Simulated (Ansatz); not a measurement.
A self-consistent single point of K (P6_3/mmc, 4 atoms in the cell) with Ansatz (an electronic-structure program).

Method: LDA (PW92), default PAW files made with PBE (plane waves; Ansatz).

The change in words: lattice scaled by 1.03. Reference geometry:
```xyz
4
Lattice="4.6827 0.0000 0.0000 -2.3413 4.0553 0.0000 0.0000 0.0000 15.0666" Properties=species:S:1:pos:R:3 pbc="T T T"
K      0.0000     0.0000     0.0000
K      0.0000     0.0000     7.5333
K      0.0000     2.7036     3.7666
K      2.3413     1.3518    11.2999
```

Reference input (self-consistent single point, DFT, LDA (PW92), plane waves, default PAW files made with PBE): kpoints.mp_grid.grid = 11 11 3; hamiltonian.xc = lda; hamiltonian.pseudopotentials = {kind: paw} (the program's default PAW files); scf.occupations.method = cold; scf.occupations.width = 0.136 eV. This run's input differs from it in these lines:

```diff
@@ -3,5 +3,5 @@
   lattice:
-    - [4.682686, 0.000000, 0.000000]
-    - [-2.341343, 4.055325, 0.000000]
-    - [0.000000, 0.000000, 15.066572]
+    - [4.823167, 0.000000, 0.000000]
+    - [-2.411583, 4.176985, 0.000000]
+    - [0.000000, 0.000000, 15.518569]
   atoms:
```

The program printed (abridged):

```
SCF iter   1: F=—  HF=-5984.878957 eV  |F-HF|=—  |Δ(HF+E_count)|=         —  Δρ=3.05e-3  dr2=9.56e-3  ethr=1.77e-3  ⟨swp⟩=6.4  Hψ=3263  notcnv=0
all-band conjugate gradients solve this SCF's bands
preconditioner: auto → Kerker (q_TF=auto, 1.903 Å⁻¹)
SCF iter   2: F=—  HF=-5984.878833 eV  |F-HF|=—  |Δ(HF+E_count)|=   1.24e-4  S|Δr|=    0.00e0  Δρ=1.67e-3  dr2=3.23e-3  ethr=2.66e-5  ⟨swp⟩=1.6  Hψ=998  notcnv=0
SCF iter   3: F=—  HF=-5984.878647 eV  |F-HF|=—  |Δ(HF+E_count)|=   1.86e-4  S|Δr|=    0.00e0  Δρ=1.49e-4  dr2=8.81e-5  ethr=8.97e-6  ⟨swp⟩=2.1  Hψ=860  notcnv=0
SCF iter   4: F=—  HF=-5984.878712 eV  |F-HF|=—  |Δ(HF+E_count)|=   6.53e-5  S|Δr|=    0.00e0  Δρ=4.93e-5  dr2=1.50e-5  ethr=2.45e-7  ⟨swp⟩=1.9  Hψ=794  notcnv=0
SCF iter   5: F=—  HF=-5984.878718 eV  |F-HF|=—  |Δ(HF+E_count)|=   5.84e-6  S|Δr|=    0.00e0  Δρ=1.43e-5  dr2=1.27e-6  ethr=4.17e-8  ⟨swp⟩=1.9  Hψ=775  notcnv=0
SCF iter   6: F=-5984.878718 eV  HF=-5984.878718 eV  |F-HF|=2.91e-8  |Δ(HF+E_count)|=   1.98e-7  S|Δr|=    0.00e0  Δρ=3.23e-6  dr2=5.81e-8  ethr=2.78e-10  ⟨swp⟩=5.5  Hψ=3428  notcnv=0
SCF 1 converged in 6 iterations: F = -5984.878718 eV  dr2 = 5.81e-8
Stability not checked (fill_not_monotonic)
Free energy (F): -5984.878718 eV
Internal energy: -5984.869655 eV  (E = F + TS)
E sigma→0 (E₀):  -5984.875697 eV
Entropy (-TS):   -0.009063 eV (-2.266 meV/atom)
Fermi energy:    1.359791 eV
--- Forces (eV/Å), atoms counted from 1 ---
  atom   1  K      0.00000000     0.00000000     0.00000000
   [... zero for the other atoms too ...]
--- Stress (GPa, compression-positive) ---
       -0.629090      -0.000000       0.000000
       -0.000000      -0.629090       0.000000
        0.000000       0.000000      -0.530860
  P = ⅓ Tr σ = -0.5963 GPa (-5.963 kbar)
  The stress holds the Pulay correction. Without it, at fixed plane waves, as pw.x and ABINIT print it: P = -0.5979 GPa
```

The run converged in 6 iterations. Against the reference run the free energy goes up by 20.6 meV/atom and the pressure goes from -0.38 to -0.60 GPa.

The starting cell was generated: these elements placed on a structure prototype, without a prior relaxation; it need not be a known phase or ordering of this composition. For this run, on top of that: lattice scaled by 1.03. Ansatz's pressure includes its estimate of the finite-basis (Pulay) stress.

Keys are those of Ansatz 0.2.
